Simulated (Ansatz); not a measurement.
Take Pd in the fcc (Cu type) structure (space group Fm-3m, No. 225; a = 3.878 Å; relaxed with 0.1 eV smearing) as the base. Axes: x, y, z lie along the cube axes.

Computed with plane-wave PAW DFT at the PBEsol level (Ansatz, a quantum-chemistry and plane-wave program, 420 eV), no spin-orbit coupling.

Perturbation: a pure shear with ε_xy = ε_yx = 0.0171; the atoms relax in the strained cell.

### Question
Predict the stress tensor and what it implies for the stiffness.

### Answer
Stress of the strained cell less that of the base (GPa, compression positive):
```
    0.4    -3.0     0.0
   -3.0     0.4     0.0
    0.0     0.0    -0.1
```

Then −Δσ/γ with γ = 2ε = 0.0342 gives secant stiffness values (nonlinear terms included at this strain): C66 ≈ 88 GPa.

As a check, the harmonic strain energy −½ V₀ Δσ:ε is 4.7 meV/atom; the computed energy rise is 4.7 meV/atom.

No phonon test of stability was made. All final runs are without spin polarisation.
